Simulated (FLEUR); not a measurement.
## Equation of state of fcc Pd (space group 225): energy against volume (FLEUR, PBE)

```
Pd
1.0
    0.00000     1.91042     1.91042
    1.91042     0.00000     1.91042
    1.91042     1.91042     0.00000
Pd
1
Direct
  0.00000   0.00000   0.00000
```

Computed with PBE, all-electron FLAPW (FLEUR), scalar-relativistic valence (FLEUR). Settings: Kmax = 4.9 1/bohr; GmaxXC = 19.6 1/bohr; xcFunctional = pbe; jspins = 1; l_soc = F; mode = hist; fermiSmearingEnergy = 0.00183747 Htr; mesh (inpgen div1-3) = 26 26 26; inpgen gamma flag = true; Gmax = 19.6 1/bohr; numbands = 0; maxIterBroyd = 40; imix = Anderson; alpha = 0.05; precondParam = 0; minDistance = 1e-05 me/bohr^3. The cell above is the first row's. The rows scale it uniformly. In all rows the k mesh is held. E is the free energy at the stated smearing, counted from the lowest row.

```
V (Å^3/atom)  E (meV/atom)
------------  ------------
13.945               81.96
14.248               47.71
14.551               23.53
14.854                8.21
15.157                0.69
15.461                0.00
15.764                5.32
16.067               15.92
16.370                   ?
```

The 8 complete rows are fitted with the third-order Birch-Murnaghan form, a cubic in V^(-2/3), E against V. With u = V^(-2/3) - 0.165, the rows have u = 0.007605, 0.005150, 0.002779, 0.000490, -0.001723, -0.003871, -0.005942, -0.007948. Least squares gives E = 5.940 + 4288.95·u + 724587·u² + 3398713·u³. Residuals (row less fit): 0.000, 0.000, 0.002, -0.006, 0.006, 0.002, -0.005, 0.002; standard error 0.005 (degrees of freedom: 4). Its minimum lies at u = -0.003024, so V0 = (0.161976)^(-3/2) = 15.34. There d²E/du² = 1388000 and d³E/du³ = 2.039e7, so B0 = (4/9) × 15.34^(-7/3) × 1388000 × 0.160218 = 169 GPa (the last factor turns the table's units into GPa), and B0' = 4 + (2/3) × 0.161976 × (2.039e7)/1388000 = 5.6.

Estimate the missing E (V = 16.370); what did the run itself give?

u = -0.009892, so E = 5.940 + 4288.95 × (-0.009892) + 724587 × (-0.009892)² + 3398713 × (-0.009892)³ = 31.126 meV/atom. The calculation gives 31.12 meV/atom, 0.006 meV/atom below the prediction (under 0.05 % of the range of E in the table). The row lies outside the fitted rows, so this is an extrapolation. From the scatter of the fitted rows alone, a prediction at this place has a standard error of 0.013 meV/atom, so the miss is 0.5 times that.

Carrying the step between the two nearest rows on in a straight line would have given 26.52, off by 4.60; series whose last step already gives the withheld value aren't shown. The scan was laid around a cell of about the measured size, scaled by a guess for this functional. Spin polarisation is off. Values depend on the basis (sphere radii, cutoffs, local orbitals), which need not be converged. Cutoffs and mesh are single choices, not tested for convergence of this quantity. Series with a scatter that would blur these digits, or in which a gap closes, are not shown. Nor are scans whose minimum lies at an end fitted in this form.
